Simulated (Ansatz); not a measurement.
Base system: GaAs in the zinc blende structure (space group F-43m, No. 216).

```
GaAs
1.0
    0.00000     2.83335     2.83335
    2.83335     0.00000     2.83335
    2.83335     2.83335     0.00000
Ga As
1 1
Direct
  0.00000   0.00000   0.00000
  0.25000   0.25000   0.25000
```

Cartesian axes are those of the cell as printed.

Calculations: DFT with r2SCAN, PAW potentials and a 500 eV plane-wave cutoff in Ansatz (a quantum-chemistry and plane-wave program), no SOC.

It is then changed as follows: the cell is stretched by 2.50 % along z with no lateral relaxation; the atoms relax in the strained cell.

### Question
What happens to the stress?

### Answer
The stress (xx, yy, zz, yz, xz, xy; compression positive) is (-1.12, -1.12, -2.84, 0.00, 0.00, 0.00) GPa.

Stability against distortions was not tested.
